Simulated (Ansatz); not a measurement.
The reference is BN in the zinc blende structure (space group F-43m, No. 216; a = 3.610 Å). Axes: x, y, z lie along the cube axes.

The values are results of DFT with r2SCAN, PAW potentials and a 500 eV plane-wave cutoff in Ansatz (a quantum-chemistry and plane-wave program), spin-orbit coupling left out, not measurements.

Base values:

| Quantity | Value |
|---|---|
| Electron mass | 0.87 mₑ along k, 0.29 mₑ across (at X) |
| Smallest direct gap | 9.59 eV |

Perturbation: the cell is compressed by 3.00 % along z with no lateral relaxation; the atoms relax in the strained cell.

### Question
What does the calculation give for the stress after the change?

### Answer
The stress (xx, yy, zz, yz, xz, xy; compression positive) is (6.13, 6.13, 25.55, 0.00, 0.00, 0.00) GPa.

### Question
What happens to the hole mass?

### Answer
The hole mass is 0.50 mₑ (at Γ).

### Question
Estimate the effect on the electron mass.

### Answer
The electron mass goes from 0.87 mₑ along k, 0.29 mₑ across (at X) to 0.81 mₑ along k, 0.29 mₑ across (at X).

### Question
How does this affect the smallest direct gap?

### Answer
The smallest direct gap drops by 0.183 eV to 9.40 eV.

Effective masses come from finite differences of ±0.01 Å⁻¹. Along k means along the line from Γ to the band edge. No phonon test of stability was made.
